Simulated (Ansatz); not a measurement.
Results of G0W0@PBEsol (Ansatz, an electronic-structure program, hard PAW, contour deformation, complete-basis limit) for 1T (CdI2-type) MgI2.

Settings: largest k mesh 9×9×4 (not extrapolated in the mesh).

Cell (measured lattice):

```cif
data_I2Mg
_chemical_formula_sum 'Mg1 I2'
_space_group_name_H-M_alt 'P-3m1'
_space_group_IT_number 164
_space_group_name_Hall '-P 3 2"'
_cell_length_a 4.15370
_cell_length_b 4.15370
_cell_length_c 6.86200
_cell_angle_alpha 90.000
_cell_angle_beta 90.000
_cell_angle_gamma 120.000
loop_
_atom_site_label
_atom_site_type_symbol
_atom_site_symmetry_multiplicity
_atom_site_Wyckoff_symbol
_atom_site_fract_x
_atom_site_fract_y
_atom_site_fract_z
_atom_site_occupancy
Mg1 Mg 1 a 0.00000 0.00000 0.00000 1
I1 I 2 d 0.33333 0.66667 0.24237 1
```

Q: Estimate the band gap that the calculation returns.

A: 
* **band gap**: 5.26 eV

Note: cell and atoms aren't relaxed at this level; the gap holds a correction of +0.20 eV to the complete basis.

Spin–orbit coupling is not included; with these elements it can move the gap by several tenths of an eV or more.

Static lattice: no zero-point or thermal effects.

It cost very roughly 9 core-hours of CPU time.
